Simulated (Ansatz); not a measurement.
# Corundum Ga2O3 (metastable phase): polycrystal shear modulus by level of theory

No measured value is used here.

```csv
level (code),value (GPa),cell (Å³/atom)
LDA (Ansatz),104,9.41
PBE (Ansatz),86.9,10.06
r²SCAN (Ansatz),104,9.64
```

Each level is taken at its own relaxed cell. Cutoffs differ between the levels. Ansatz's density-functional and Hartree–Fock values are scalar-relativistic unless marked +SOC, with PAW data made under PBE.

Ansatz is a quantum-chemistry and plane-wave program.
